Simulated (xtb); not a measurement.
xtb 6.7.1, GFN2-xTB: Fe(HMDS)2 (C[Si](C)(C)[N]([Fe][N]([Si](C)(C)C)[Si](C)(C)C)[Si](C)(C)C), charge 0, multiplicity 5, 55 atoms. The geometry is a generated start, not checked to be a minimum at this level.

| Property | Result |
|---|---|
| method | GFN2-xTB |
| --acc | 1 (default) |
| --etemp (K) | 300 (default) |
| detailed input (--input) | none: ANC optimiser, Lindh (1995) Hessian, microcycle=20, maxdispl=1.0, hlow=0.01 (default) |
| basis functions | 142 |
| valence electrons | 118 |

Charge 0 and multiplicity 5 are set for this test and not shown to be the ground state. GFN-xTB has no spin term: --uhf 4 sets the occupations alone.

The structure is relaxed from this start with --opt LEVEL for the levels crude, sloppy, loose, lax, normal, tight, vtight, extreme, once each. Up to the end of the extreme run atoms move by at most 1.0 Å along an axis.

Task: Choose the cheapest level whose final energy lies within 1 meV of that of extreme.

Result: tight: 94 cycles against 126, ending 0.31 meV above.

| level | cycles | energy above the extreme run (meV) | gradient norm (eV/Å) |
|---|---|---|---|
| crude | 1 | 120 | 0.12 |
| sloppy | 1 | 120 | 0.12 |
| loose | 1 | 120 | 0.12 |
| lax | 1 | 120 | 0.12 |
| normal | 68 | 2.5 | 0.018 |
| tight | 94 | 0.31 | 0.0060 |
| vtight | 122 | under 0.01 | 0.0025 |
| extreme | 126 | — | 0.0026 |
